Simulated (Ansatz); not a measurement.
Computed with PBE (plane waves to 420 eV, PAW; Ansatz, a program for electronic structure).

Electrostatic potential energy of an electron, averaged over planes parallel to the surface, in eV from the highest filled level, for a constructed model of the (111)B surface of zinc-blende BN, N-terminated, 2x2 B adatom at T4 (bottom of the slab: 3 H on 4 bottom sites):

(z (Å), V (eV)): (3.72, 7.10); (4.01, 7.10); (4.30, 7.10); (4.58, 7.10); (4.87, 7.10); (5.16, 7.10); (5.44, 7.10); (5.73, 7.10); (6.02, 7.10); (6.30, 7.08); (6.59, 7.05); (6.88, 6.98); (7.16, 6.79); (7.45, 6.32); (7.73, 4.91); (8.02, 2.94); (8.31, 3.33); (8.59, 1.68); (8.88, -4.16); (9.17, -11.08); (9.45, -17.00); (9.74, -16.73); (10.03, -10.53); (10.31, -2.72); (10.60, -0.13); (10.89, -4.22); (11.17, -10.89); (11.46, -16.60); (11.74, -17.56); (12.03, -12.40); (12.32, -5.00); (12.60, -0.18); (12.89, -2.40); (13.18, -8.92); (13.46, -15.12); (13.75, -18.04); (14.04, -14.41); (14.32, -7.31); (14.61, -0.95); (14.90, -1.02); (15.18, -6.81); (15.47, -13.48); (15.76, -17.85); (16.04, -16.04); (16.33, -9.55); (16.61, -2.57); (16.90, -0.53); (17.19, -3.59); (17.47, -8.99); (17.76, -14.96); (18.05, -18.24); (18.33, -15.03); (18.62, -8.05); (18.91, -1.68); (19.19, 1.26); (19.48, 3.36); (19.77, 4.45); (20.05, 4.86); (20.34, 5.03); (20.62, 5.10); (20.91, 5.13); (21.20, 5.15); (21.48, 5.15); (21.77, 5.15); (22.06, 5.15); (22.34, 5.15); (22.63, 5.15); (22.92, 5.16); (23.20, 5.16)

Model: 44-atom slab, 11.4 Å thick at the start with caps and adatoms (thin: gaps and levels are the slab's own), 5x5x1 mesh, Fermi-Dirac 0.025 eV, dipole correction, 8 atoms held, the rest relaxed; start symmetry kept, larger cells not searched; no spin, no spin-orbit, no U. In PBE it lies 0.17 eV a 1x1 cell over the lowest computed structure of the same composition (2x2 B adatom at H3).

### Question
The surface cell has an area of 22.76 Å². What dipole along the normal does the step between the two vacuum levels imply?

### Answer
the top vacuum level lies 1.95 eV below the bottom one; p = −ε₀ A ΔV (ε₀ = 0.005526 e/(V·Å)) gives 0.25 e·Å a cell.
